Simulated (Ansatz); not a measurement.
The starting structures come from a database of crystals and need not be the phases stable at ambient conditions.

Inside the gap of an insulator the Bloch states are evanescent, with a wavenumber k + iκ along the transport direction.

Input:

```xyz
10
Lattice="5.9539 0.0000 0.0000 0.0000 8.4279 0.0000 2.9770 4.2139 2.9770" Properties=species:S:1:pos:R:3 pbc="T T T"
Ba     2.9770     6.3209     0.0000
Ba     2.9770     2.1070     0.0000
Zr     0.0000     0.0000     0.0000
Zr     0.0000     4.2139     0.0000
O      0.0000     2.1070     0.0000
O      0.0000     6.3209     0.0000
O      1.5518     4.2139     1.4252
O      7.3791     8.4279     1.5518
O      4.5287     4.2139     1.5518
O      4.4022     8.4279     1.4252
```

Space group of this cell: I4/mcm. The cell is taken as given; by r2SCAN its mean pressure is -0.8 GPa.

Transport runs along the normal of the first two printed cell vectors, the (100) plane of the conventional cell.

The gap is the functional's own, uncorrected, and κ follows it; spin-orbit coupling is left out. Mid-gap values are interpolated between the computed energies.

State the band gap and the smallest decay constant κ at mid-gap according to r2SCAN run with Ansatz (a program for electronic structure).

Gap 3.74 eV on a 10×10×10 mesh; κ = 0.307 1/Å, at the zone centre.
